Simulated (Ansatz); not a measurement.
**Short convergence ladders for the (100) slab of LaAs (cut from a parent of space group no. 225; 8 atoms in the cell)**

```xyz
8
Lattice="4.4047 0.0000 0.0000 -4.4047 4.4047 0.0000 0.0000 0.0000 23.3438" Properties=species:S:1:pos:R:3 pbc="T T T"
As     0.0000     0.0000     7.0000
As    -2.2023     2.2023    10.1146
As     0.0000     0.0000    13.2292
As    -2.2023     2.2023    16.3438
La     0.0000     0.0000    10.1146
La    -2.2023     2.2023     7.0000
La     0.0000     0.0000    16.3438
La    -2.2023     2.2023    13.2292
```

Base method: LDA (PW92), default PAW files made with PBE (plane waves; Ansatz, an electronic-structure program).

Base settings: basis.ecutwfc = 420 eV; kpoints.mp_grid.grid = 5 5 1; hamiltonian.xc = lda; hamiltonian.pseudopotentials = {kind: paw} (the program's default PAW files); scf.occupations.method = gaussian; scf.occupations.width = 0.1 eV.

The count of work is k-points × plane waves × bands × iterations; it is no time. Core times come from one kind of shared machine, to one figure; runs under 30 s give none.

**The k-point mesh**

Only quantities that move along the ladder and can be compared are tabulated.

```csv
kpoints.mp_grid.grid,free energy less the last step's (meV/atom),largest difference of a force vector from the last step's (eV/Å),count of work / last,core time / last (rough)
2 2 1,201.93,0.354,0.025,–
3 3 1,31.54,0.066,0.022,–
4 4 1,9.28,0.033,0.044,–
5 5 1,3.19,0.024,0.044,–
6 6 1,1.32,0.017,0.074,–
7 7 1,0.56,0.012,0.074,–
8 8 1,0.23,0.009,0.13,–
9 9 1,0.08,0.006,0.13,–
11 11 1,-0.01,0.003,0.18,0.2
12 12 1,-0.02,0.002,0.24,0.3
14 14 1,-0.02,0.001,0.34,0.4
17 17 1,-0.01,0.000,0.38,0.4
20 20 1,0.00,0.000,0.63,0.7
23 23 1,0.00,0.000,0.74,0.7
27 27 1,0.00,0.000,1.0,1
```

Coarsest kpoints.mp_grid.grid that holds the free energy within 5 meV/atom of the last step, with all finer ones: 5 5 1, at 0.044 of the last step's count of work; the step before is off by 9.3 meV/atom.

Coarsest kpoints.mp_grid.grid that holds the forces within 0.01 eV/Å of the last step, with all finer ones: 8 8 1, at 0.13 of the last step's count of work; the step before is off by 0.012 eV/Å.

**The depth of the slab**

On a (100) slab of LaAs (cut from a parent of space group no. 225; 4 atoms in the cell), and deeper slabs.

Surface energy = (E_slab − N e_bulk)/2A, with e_bulk from the bulk crystal on its finest mesh (195 k-points); errors per atom of slab and bulk, whose meshes differ, grow with N. The bulk cell stands at -5.1 GPa at this level, so the slab is strained in the plane.

The mesh stays at the base's, so the ladder's end is converged at best in this setting alone.

Only quantities that move along the ladder and can be compared are tabulated.

| atoms | unrelaxed surface energy (J/m²) | count of work / last |
|---|---|---|
| 4 | 0.777 | 0.073 |
| 8 | 0.785 | 0.20 |
| 12 | 0.789 | 0.48 |
| 16 | 0.795 | 0.68 |
| 20 | 0.800 | 1.0 |

State of the unrelaxed surface energy at the end of the ladder: still drifting one way, by 0.011 J/m² over the last two steps, so the last step is no safe reference.

On the base run: the starting cell comes from a database of computed structures (which also holds hypothetical and non-ambient phases and stackings), without a prior relaxation at this level. The slab is cut from that crystal, and its faces are unrelaxed. Its lattice was rescaled by up to half a per cent. Spin polarisation is off, though cut faces can carry moments; the slab shows no gap.

Keys are those of Ansatz 0.2.
